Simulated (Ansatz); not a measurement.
The starting structures come from a database of crystals and need not be the phases stable at ambient conditions.

By PBEsol, the system below comes out a metal.

Without scattering a metal conducts by its projected Fermi surface.

Given:

```xyz
5
Lattice="4.2122 0.0000 0.0000 -2.1061 3.6478 0.0000 0.0000 0.0000 5.1724" Properties=species:S:1:pos:R:3 pbc="T T T"
Al     0.0000     0.0000     0.0000
Al     0.0000     2.4319     3.3358
Al     2.1061     1.2159     1.8366
Pd     0.0000     2.4319     0.8114
Pd     2.1061     1.2159     4.3610
```

Space group of this cell: P-3m1. The cell is taken as given; by PBEsol its mean pressure is -1.1 GPa.

The current flows along the normal of the first two printed cell vectors, the (001) plane of the conventional cell. No spin-orbit coupling; the value is a mean over 0.1 eV about the Fermi level.

Question: State the ballistic conductance per area according to PBEsol (Ansatz, a first-principles code).

Answer: 0.45 × 10¹⁵ S/m² for both spins.
